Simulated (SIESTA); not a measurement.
A self-consistent single point of Zr2Au (I4/mmm, 3 atoms in the cell) with SIESTA.

Level of theory: GGA PBEsol, numerical atomic orbitals TZP, PseudoDojo PBEsol standard norm-conserving potentials (rewritten from UPF to PSML) (SIESTA).

The change in words: lattice scaled by 0.98. Reference geometry:
```
Zr2Au
1.0
   -1.65018     1.65018     5.82547
    1.65018    -1.65018     5.82547
    1.65018     1.65018    -5.82547
Zr Au
2 1
Direct
  0.65970   0.65970   0.00000
  0.34030   0.34030   0.00000
  0.00000   0.00000   0.00000
```

Reference input (self-consistent single point, DFT, GGA PBEsol, numerical atomic orbitals TZP, PseudoDojo PBEsol standard norm-conserving potentials (rewritten from UPF to PSML)): XC.functional = GGA; XC.authors = PBEsol; potentials = PseudoDojo PBEsol standard; PAO.BasisSize = TZP; PAO.EnergyShift = 0.005 Ry; MeshCutoff = 350 Ry; kgrid.MonkhorstPack = 10 10 10; OccupationFunction = FD; ElectronicTemperature = 580.23 K; MaxSCFIterations = 150; SCF.Mixer.Method = Pulay; SCF.Mixer.Weight = 0.25. This run's input differs from it in these lines:

```diff
@@ -12,5 +12,5 @@
 %block LatticeVectors
-    -3.118388256    3.118388256   11.008552296
-     3.118388256   -3.118388256   11.008552296
-     3.118388256    3.118388256  -11.008552296
+    -3.056019735    3.056019735   10.788382195
+     3.056019735   -3.056019735   10.788382195
+     3.056019735    3.056019735  -10.788382195
 %endblock LatticeVectors
```

Output (repeated stretches shortened):

```
        iscf     Eharris(eV)        E_KS(eV)     FreeEng(eV)     dDmax    Ef(eV) dHmax(eV)
   scf:    1    -6531.455762    -6696.422337    -6696.465827  1.202948 -3.950565 48.771309
   scf:    2    -6652.203991    -6742.275810    -6742.314225  1.319545 -3.938002 24.011214
   scf:    3    -6774.556056    -6763.342676    -6763.354208  0.976349 -4.556666  6.870557
   scf:    4    -6765.806972    -6765.003573    -6765.016288  0.110474 -4.651471  1.342847
   scf:    5    -6764.584015    -6764.963724    -6764.979585  0.065838 -4.812973  2.321885
   [... 4 lines left out ...]
   scf:   10    -6765.117884    -6765.117913    -6765.132670  0.001143 -4.796663  0.023767
   scf:   11    -6765.117912    -6765.117918    -6765.132685  0.000452 -4.797000  0.000680
   scf:   12    -6765.117917    -6765.117918    -6765.132685  0.000011 -4.797005  0.000035
   scf:   13    -6765.117918    -6765.117918    -6765.132685  0.000005 -4.797005  0.000004
SCF Convergence by DM+H criterion
max |DM_out - DM_in|         :     0.0000053351
max |H_out - H_in|      (eV) :     0.0000041960
SCF cycle converged after 13 iterations

Using DM_out to compute the final energy and forces

siesta: E_KS(eV) =            -6765.1179

siesta: E_KS - E_eggbox =     -6765.1179

siesta: Atomic forces (eV/Ang):
     1   -0.000132   -0.000132    0.019766
     2    0.000132    0.000132   -0.019766
     3   -0.000000   -0.000000   -0.000000
   Tot    0.000000   -0.000000    0.000000
   Max    0.019766
   Res    0.009318    sqrt( Sum f_i^2 / 3N )
   Max    0.019766    constrained

Stress tensor Voigt[x,y,z,yz,xz,xy] (kbar):      -32.89      -32.89      -32.29        0.03        0.03       -0.01
(Free)E + p*V (eV/cell)    -6763.9140
Target enthalpy (eV/cell)    -6765.1327

   [... lines left out ...]
siesta: FreeEng =     -6765.132685
siesta: Cell volume =         59.721681 Ang**3
siesta:          32.69430718         32.04970728  kBar
   [... lines left out ...]
              0.361   0.294   1.777   1.812   1.789   1.812   1.769   0.074

              0.050   0.106   0.050   0.094  -0.001  -0.018   0.008  -0.018

             -0.003

mulliken: Qtot =       43.000

Mulliken Atomic Populations:
Atom #   charge [q] valence [e]  Species
     1    -0.108278   12.108278  Zr
     2    -0.108278   12.108278  Zr
     3     0.216556   18.783444  Au
 Total    -0.000000
```

The run converged in 13 iterations. Against the reference run the free energy goes down by 8.0 meV/atom, the pressure goes from -4.85 to 3.27 GPa and the largest force goes from 0.035 to 0.020 eV/Å.

The starting cell comes from a database of computed structures (which also holds hypothetical and non-ambient phases and stackings), without a prior relaxation at this level. For this run, on top of that: lattice scaled by 0.98. Values carry the incompleteness of an atom-centred basis. With a pressure of about 3 GPa the cell is away from its equilibrium volume at this level.

Cost on one core of a shared machine: roughly 2 min.
